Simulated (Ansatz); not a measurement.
**Worked example: self-consistent single point of ZnNi (P4mm, 2 atoms in the cell) in Ansatz (a quantum-chemistry and plane-wave program)**

Computed with PBEsol, default PAW files made with PBE (plane waves; Ansatz).

The input file:

Ansatz 0.2 input:
```yaml
crystal:
  lattice:
    - [2.880463, 0.000000, 0.000000]
    - [0.000000, 2.880463, 0.000000]
    - [0.000000, 0.000000, 2.880463]
  atoms:
    - { symbol: Zn, position: [0.500000, 0.500000, 0.517358] }
    - { symbol: Ni, position: [0.000000, 0.000000, 0.000000] }
basis:
  ecutwfc: 420.0 eV
kpoints:
  mp_grid:
    grid: [11, 11, 11]
hamiltonian:
  xc: pbesol
  pseudopotentials:
    kind: paw
scf:
  occupations:
    method: gaussian
    width: 0.1 eV
output:
  forces: true
  eigenvalues: true
  stress: true
```

The program printed (abridged):

```
WARN ansatz: RAYON_NUM_THREADS=1 ignored (pool sized by the plan → 1); use --threads N
Pseudopotentials: kind: paw
Pseudopotential: Zn, paw, valence charge 12
Pseudopotential: Ni, paw, valence charge 18
Crystal: 2 atoms, lattice volume = 23.899 Å³
Basis set: ecut = 420 eV, 461 PW (Γ), exchange–correlation on 40×40×40 points (8 copies of the dense FFT grid, shifted against one another)
Bands: 19, of which v1, the nominal top of the filled ones, is band 15 counted from 1 (14 counted from 0)
Symmetry: 8 space group operations
Space group: P4mm (ITA 99), of the structure as read, at distance tolerance 2.9e-5 Å
k-points: 126 of 1331 (time reversal used)
PAW frozen core: Zn, regenerated for the run's functional, and the local potential with it
PAW frozen core: Ni, regenerated for the run's functional, and the local potential with it
Initial density: superposition of atomic densities (neutral atoms: chi_scale 0, normalization atom), corrected by the library's trained network
Initial wavefunctions: pseudopotential atomic-orbital guess
Eigensolver: davidson
Functional: x = pbesol(κ = 0.804, μ = 0.12345679012345678), c = pbesol(β = 0.046)
SCF iter   1: F=—  HF=-9086.384488 eV  |F-HF|=—  |Δ(HF+E_count)|=         —  Δρ=2.71e-2  dr2=1.12e-1  ethr=1.77e-3  ⟨swp⟩=4.9  Hψ=10479  notcnv=0
all-band conjugate gradients solve this SCF's bands
preconditioner: auto → none
SCF iter   2: F=—  HF=-9086.373759 eV  |F-HF|=—  |Δ(HF+E_count)|=   1.07e-2  Δρ=1.35e-2  dr2=3.19e-2  ethr=3.72e-4  ⟨swp⟩=2.0  Hψ=3820  notcnv=0  defer=7
SCF iter   3: F=—  HF=-9086.370418 eV  |F-HF|=—  |Δ(HF+E_count)|=   3.34e-3  Δρ=2.51e-3  dr2=8.24e-4  ethr=1.06e-4  ⟨swp⟩=1.7  Hψ=2585  notcnv=0  defer=7
SCF iter   4: F=—  HF=-9086.370020 eV  |F-HF|=—  |Δ(HF+E_count)|=   3.98e-4  Δρ=7.75e-4  dr2=8.44e-5  ethr=2.75e-6  ⟨swp⟩=2.0  Hψ=3493  notcnv=0  defer=7
SCF iter   5: F=—  HF=-9086.369981 eV  |F-HF|=—  |Δ(HF+E_count)|=   3.90e-5  Δρ=1.65e-4  dr2=2.12e-6  ethr=2.81e-7  ⟨swp⟩=2.0  Hψ=3232  notcnv=0  defer=7
SCF iter   6: F=-9086.369981 eV  HF=-9086.369981 eV  |F-HF|=1.49e-8  |Δ(HF+E_count)|=   6.62e-9  Δρ=1.97e-5  dr2=2.97e-8  ethr=3.33e-10  ⟨swp⟩=4.6  Hψ=12437  notcnv=0
SCF 1 converged in 6 iterations: F = -9086.369981 eV  dr2 = 2.97e-8
SCF converged after 6 iterations
Free energy (F): -9086.369981 eV
Harris-Foulkes:  -9086.369981 eV  (|F-HF|=1.49e-8)
Internal energy: -9086.361969 eV  (E = F + TS)
E sigma→0 (E₀):  -9086.365975 eV
Entropy (-TS):   -0.008013 eV (-4.006 meV/atom)
Fermi energy:    15.036978 eV
--- Per-component energies (eV) ---
  E_band       = -232.367672
  E_kinetic    = 416.915483
  E_local      = -5112.232066  (includes V_loc(G=0)·N_el)
  E_nonlocal   = 1252.372211
  E_hartree    = 2147.664556
  E_xc         = -221.354327
  E_vxc        = -163.364272  (∫ρ·V_xc dr)
  E_paw        = -3386.450342  (= ΣΔE_a)
  E_vpaw       = -921.384289  (= ΣTr[D̂ρ^β])
  E_aug_tail   = 0.000141  (compensation charges beyond the density's cutoff)
  E_ewald      = -4184.272269
  E_core_change = 0.994644  (= ΣΔE_core)
  E_smearing   = -0.008013  (= −TS)
  E_closure    = -0.000000  (closes the sum)
  Σ components = -9086.369981   (vs F -9086.369981, Δ=0.00e0)
--- Forces (eV/Å), atoms counted from 1 ---
  atom   1  Zn     0.00000000     0.00000000    -0.30414607
  atom   2  Ni     0.00000000     0.00000000     0.30413052
  max |Σ_I F_I| component: 1.56e-5 eV/Å
--- Stress (GPa, compression-positive) ---
       -6.084431       0.000000       0.000000
        0.000000      -6.084431       0.000000
        0.000000       0.000000      -6.293479
  P = ⅓ Tr σ = -6.1541 GPa (-61.541 kbar)
  The stress holds the Pulay correction. Without it, at fixed plane waves, as pw.x and ABINIT print it: P = -6.2661 GPa
--- Band table (eV; the first three rows and the last of 126) ---
  k-point 0: bands = ["-87.5548", "-48.1041", "-48.1041", "-48.1038", "4.8676", "7.5041", "7.5066", "8.3114", "8.3135", "8.3135", "12.8725", "12.8781", "14.1405", "14.1405", "14.1419", "22.2327", "22.2327", "22.2496", "27.6906"]
  k-point 1: bands = ["-87.5547", "-48.1056", "-48.1040", "-48.1040", "5.0249", "7.5239", "7.5432", "8.2983", "8.2983", "8.3185", "12.8684", "12.8811", "14.0658", "14.0658", "14.1352", "20.9933", "22.4938", "22.4938", "27.7647"]
  k-point 2: bands = ["-87.5543", "-48.1106", "-48.1036", "-48.1036", "5.4868", "7.5778", "7.6491", "8.2576", "8.2576", "8.3376", "12.8418", "12.8685", "13.8783", "13.8783", "14.1172", "18.7727", "23.2386", "23.2386", "27.9579"]
  k-point 125: bands = ["-87.5506", "-48.1225", "-48.1225", "-48.1222", "7.6473", "7.6675", "7.6682", "8.6252", "8.6253", "11.7191", "11.8773", "11.8790", "14.4238", "14.4242", "18.5816", "19.8666", "19.8882", "20.0172", "21.7396"]
```

The run converged in 6 iterations.

The starting cell comes from a database of computed structures (which also holds hypothetical and non-ambient phases and stackings), without a prior relaxation at this level. Its lattice was rescaled by up to half a per cent. One atom was moved a little off its site on purpose. Spin polarisation is off. With a pressure of about -6 GPa the cell is away from its equilibrium volume at this level. Ansatz's pressure includes its estimate of the finite-basis (Pulay) stress.
